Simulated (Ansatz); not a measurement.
Base system: V$_{3}$Si in the A15 (Cr3Si type) structure (space group Pm-3n, No. 223; a = 4.650 Å).

The values are results of Ansatz (a quantum-chemistry and plane-wave program), PBEsol, PAW, cutoff 420 eV, spin-orbit coupling left out, not measurements.

For the base:

| Item | Value |
|---|---|
| Lattice parameter a | 4.650 Å |
| Band gap | zero |

Modification: cell and atoms relaxed at a pressure of 0.3 GPa.

**Question.** How does this affect the lattice parameter a?

**Answer.** The lattice parameter a drops by 0.0021 Å, from 4.650 Å to 4.647 Å.

**Question.** Estimate the effect on the band gap.

**Answer.** The band gap is still zero.

Load acts through the strain it causes; cell and atoms are relaxed under it. No phonon test of stability was made. Starting moments died away, wholly or in part, for the base; another magnetic solution may exist. All final runs are without spin polarisation.
